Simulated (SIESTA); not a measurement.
**A self-consistent single point of NbS2Br2 (P-1, 10 atoms in the cell) with SIESTA**

Level of theory: SIESTA 5.4.2 with LDA PW92, numerical atomic orbitals DZP, PseudoDojo LDA standard norm-conserving potentials (rewritten from UPF to PSML).

Input:

```
# files in the folder: Nb.psml S.psml Br.psml (PseudoDojo LDA standard)
SystemName  Nb(SBr)2
SystemLabel nb(sbr)2

NumberOfAtoms                10
NumberOfSpecies              3
%block ChemicalSpeciesLabel
  1 41 Nb
  2 16 S
  3 35 Br
%endblock ChemicalSpeciesLabel
LatticeConstant              1.0 Bohr
%block LatticeVectors
    12.515561637    0.000000000    0.000000000
     6.175180890   10.898122370    0.000000000
     5.373050731   -3.031485421   12.880838138
%endblock LatticeVectors
AtomicCoordinatesFormat      Ang
%block AtomicCoordinatesAndAtomicSpecies
     8.647220432    5.044872654    0.002522011  1
     4.086790568   -0.882027654    6.813723989  1
     8.543780256   -0.020299680    5.941789801  2
     4.190230744    4.183144680    0.874456199  2
     6.007025974    4.330053180    4.778870071  2
     6.726985026   -0.167208180    2.037375929  2
     7.583915938    2.980032090    1.546333568  3
     5.150095062    1.182812910    5.269912432  3
     9.177624259    3.522250456    5.269503458  3
     3.556386741    0.640594544    1.546742542  3
%endblock AtomicCoordinatesAndAtomicSpecies

XC.functional                LDA
XC.authors                   PW92
PAO.BasisSize                DZP
PAO.EnergyShift              0.01 Ry
MeshCutoff                   350 Ry
%block kgrid.MonkhorstPack
    5   0   0  0.0
    0   5   0  0.0
    0   0   4  0.0
%endblock kgrid.MonkhorstPack
OccupationFunction           FD
ElectronicTemperature        10 K

MaxSCFIterations             150
SCF.Mixer.Method             Pulay
SCF.Mixer.Weight             0.25
SCF.Mixer.History            6
SCF.DM.Tolerance             1.0E-05
Diag.ParallelOverK           true
WriteForces                  true
```

Output (repeated stretches shortened):

```
reinit: Reading from file input.fdf

reinit: System Name: Nb(SBr)2
reinit: System Label: nb(sbr)2

coor:   Atomic-coordinates input format  =     Cartesian coordinates
coor:                                          (in Angstroms)

siesta: Atomic coordinates (Bohr) and species
siesta:     16.34088   9.53343   0.00477  1        1
siesta:      7.72291  -1.66679  12.87607  1        2
siesta:     16.14540  -0.03836  11.22836  2        3
siesta:      7.91839   7.90500   1.65248  2        4
siesta:     11.35163   8.18261   9.03076  2        5
siesta:     12.71216  -0.31598   3.85008  2        6
siesta:     14.33152   5.63144   2.92215  3        7
siesta:      9.73227   2.23519   9.95869  3        8
siesta:     17.34320   6.65609   9.95792  3        9
siesta:      6.72060   1.21055   2.92292  3       10

siesta: System type = bulk

initatomlists: Number of atoms, orbitals, and projectors:     10   142   180

siesta: ******************** Simulation parameters ****************************
redata: Spin configuration                          = none
redata: Time-Reversal Symmetry                      = T
redata: Number of Atomic Species                    =        3
redata: Mesh Cutoff                                 =   350.0000 Ry
redata: Net charge of the system                    =     0.0000 |e|
redata: Min. number of SCF Iter                     =        0
redata: Max. number of SCF Iter                     =      150
redata: SCF convergence failure will abort job
redata: SCF mix quantity                            = Hamiltonian
redata: Mix DM or H after convergence               =   F
redata: Recompute H after scf cycle                 =   F
redata: Mix DM in first SCF step                    =   T
redata: No kicks to SCF
redata: DM Mixing Weight for Kicks                  =     0.5000
redata: Require Harris convergence for SCF          =   F
redata: Harris energy tolerance for SCF             =     0.000100 eV
   [... lines left out ...]
diag: Parallel distribution                         =     1 x     1
diag: Used triangular part                          = Lower
diag: Absolute tolerance                            =  0.100E-15
diag: Orthogonalization factor                      =  0.100E-05
diag: Memory factor                                 =  1.0000

superc: Internal auxiliary supercell:     5 x     5 x     5  =     125
superc: Number of atoms, orbitals, and projectors:   1250  17750  22500

                        Single-point calculation

superc: Internal auxiliary supercell:     5 x     5 x     5  =     125
superc: Number of atoms, orbitals, and projectors:   1250  17750  22500

outcell: Unit cell vectors (Ang):
        6.622950    0.000000    0.000000
        3.267765    5.767038    0.000000
        2.843296   -1.604193    6.816246

outcell: Cell vector modules (Ang)   :    6.622950    6.628500    7.557710
outcell: Cell angles (23,13,12) (deg):     89.9545     67.9008     60.4629
outcell: Cell volume (Ang**3)        :    260.3452
new_DM -- step:     1
Initializing Density Matrix...

Attempting to read DM from file... Failed...
DM filled with atomic data:

InitMesh: MESH = 64 x 72 x 90 = 414720
InitMesh: Mesh cutoff (required, used) =   350.000   409.537 Ry

stepf: Fermi-Dirac step function
        iscf     Eharris(eV)        E_KS(eV)     FreeEng(eV)     dDmax    Ef(eV) dHmax(eV)
   scf:    1    -6263.174445    -6299.405681    -6299.405681  0.639792 -2.150626 18.631503
   scf:    2    -6312.600758    -6316.370199    -6316.370199  0.337619 -4.338066  1.938828
   scf:    3    -6317.488710    -6317.507035    -6317.507035  0.061449 -4.144519  2.045033
   scf:    4    -6317.643780    -6317.707456    -6317.707456  0.067763 -4.722276  0.598400
   scf:    5    -6317.618440    -6317.743166    -6317.743166  0.020350 -4.631614  0.857731
   scf:    6    -6317.620329    -6317.746162    -6317.746162  0.029951 -3.813975  0.753070
   [... 2 lines left out ...]
   scf:    9    -6317.785317    -6317.785305    -6317.785305  0.000591 -3.721160  0.001336
   scf:   10    -6317.785310    -6317.785308    -6317.785308  0.000233 -3.721456  0.000296
   scf:   11    -6317.785308    -6317.785308    -6317.785308  0.000014 -3.721482  0.000250
   scf:   12    -6317.785308    -6317.785308    -6317.785308  0.000021 -3.721380  0.000101
   scf:   13    -6317.785308    -6317.785308    -6317.785308  0.000007 -3.721355  0.000059
SCF Convergence by DM+H criterion
max |DM_out - DM_in|         :     0.0000069251
max |H_out - H_in|      (eV) :     0.0000593918
SCF cycle converged after 13 iterations

Using DM_out to compute the final energy and forces

siesta: E_KS(eV) =            -6317.7853

siesta: E_KS - E_eggbox =     -6317.7853

siesta: Atomic forces (eV/Ang):
     1   -0.448987   -0.251365    0.025789
     2    0.448987    0.251365   -0.025789
     3   -0.297726    0.503847    0.619902
     4    0.297725   -0.503847   -0.619902
     5    0.374406   -0.598349   -0.294021
     6   -0.374406    0.598349    0.294021
     7    0.118592   -0.018140   -0.329595
     8   -0.118592    0.018141    0.329595
     9   -0.009653    0.146510    0.318708
    10    0.009654   -0.146510   -0.318708
   Tot    0.000000    0.000000   -0.000000
   Max    0.619902
   Res    0.348619    sqrt( Sum f_i^2 / 3N )
   Max    0.619902    constrained

Stress tensor Voigt[x,y,z,yz,xz,xy] (kbar):       51.29       46.14       45.86       -6.58        3.91        3.45
(Free)E + p*V (eV/cell)    -6325.5465
Target enthalpy (eV/cell)    -6317.7853

siesta: Program's energy decomposition (eV):
siesta: Ebs     =     -1330.398805
siesta: Eions   =     10923.758114
siesta: Ena     =      3397.825463
siesta: Ekin    =      1884.806887
siesta: Enl     =       841.718524
siesta: Eso     =         0.000000
siesta: Edftu   =         0.000000
siesta: DEna    =        92.632708
siesta: DUscf   =         3.606469
siesta: DUext   =         0.000000
siesta: Ex      =     -1440.728944
siesta: Ec      =      -173.888300
siesta: Exc     =     -1614.617245
siesta: Eharris =     -6317.785308
siesta: Etot    =     -6317.785308
siesta: FreeEng =     -6317.785308

siesta: Atomic forces (eV/Ang):
siesta:      1   -0.448987   -0.251365    0.025789
siesta:      2    0.448987    0.251365   -0.025789
siesta:      3   -0.297726    0.503847    0.619902
siesta:      4    0.297725   -0.503847   -0.619902
siesta:      5    0.374406   -0.598349   -0.294021
siesta:      6   -0.374406    0.598349    0.294021
siesta:      7    0.118592   -0.018140   -0.329595
siesta:      8   -0.118592    0.018141    0.329595
siesta:      9   -0.009653    0.146510    0.318708
siesta:     10    0.009654   -0.146510   -0.318708
siesta: ----------------------------------------
siesta:    Tot    0.000000    0.000000   -0.000000

siesta: Stress tensor (static) (eV/Ang**3):
siesta:     0.032012    0.002156    0.002440
siesta:     0.002156    0.028799   -0.004110
siesta:     0.002440   -0.004110    0.028622

siesta: Cell volume =        260.345182 Ang**3

siesta: Pressure (static):
siesta:                Solid            Molecule  Units
siesta:          -0.00032468         -0.00025894  Ry/Bohr**3
siesta:          -0.02981111         -0.02377465  eV/Ang**3
siesta:         -47.76266482        -38.09118916  kBar
```

The run converged in 13 iterations.

The starting cell comes from a database of computed structures (which also holds hypothetical and non-ambient phases and stackings), without a prior relaxation at this level. Values carry the incompleteness of an atom-centred basis. With a pressure of about -5 GPa the cell is away from its equilibrium volume at this level.

Cost on one core of a shared machine: roughly 60 s.
